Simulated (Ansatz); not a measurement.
CsSnI3: isotropic strain +3.00 %

The reference is CsSnI3 in the cubic perovskite structure (space group Pm-3m, No. 221; a = 6.1305 Å).

It is then changed as follows: every lattice vector is stretched by 3.00 %, atoms relaxed at fixed cell.

The values are results of Ansatz (an electronic-structure program) PBEsol, scalar-relativistic without spin-orbit coupling, not measurements. k-mesh 8×8×8 (Γ-centred); smearing 0.05 eV (Fermi–Dirac).

The space group is still Pm-3m (No. 221) and the shortest interatomic distance grows by 0.092 Å (3.065 Å → 3.157 Å). The energy increases by 19 meV/atom and the pressure goes from zero to -1.30 GPa. The band gap increases by 0.39 eV to 0.49 eV and the gap character is still direct at R. The mean gap deformation potential ΔEg/Δln V comes out as +4.4 eV and the width of the top valence band drops by 0.55 eV (2.44 eV → 1.89 eV). The electron mass (degenerate bands, along [100]) amounts to 0.038, 0.73, 0.73 mₑ (at R) and the hole mass is 0.053 mₑ (at R).

Final structure:

```xyz
5
Lattice="6.3144 0.0000 0.0000 0.0000 6.3144 0.0000 0.0000 0.0000 6.3144" Properties=species:S:1:pos:R:3 pbc="T T T"
Cs     0.0000     0.0000     0.0000
Sn     3.1572     3.1572     3.1572
I      3.1572     0.0000     3.1572
I      0.0000     3.1572     3.1572
I      3.1572     3.1572     0.0000
```

Cost of the whole job for the changed cell (relaxation, final SCF and bands): around 60 core-seconds (rough).

With I present, leaving out spin-orbit coupling can change the band edges. Effective masses come from finite differences of ±0.01 Å⁻¹. Whether these cells are dynamically stable was not tested. Many cubic perovskites are stable only at high temperature; tilts and polar distortions were not tested. A zero or small gap of CsSnI3 can be the functional's error rather than a property of the material.
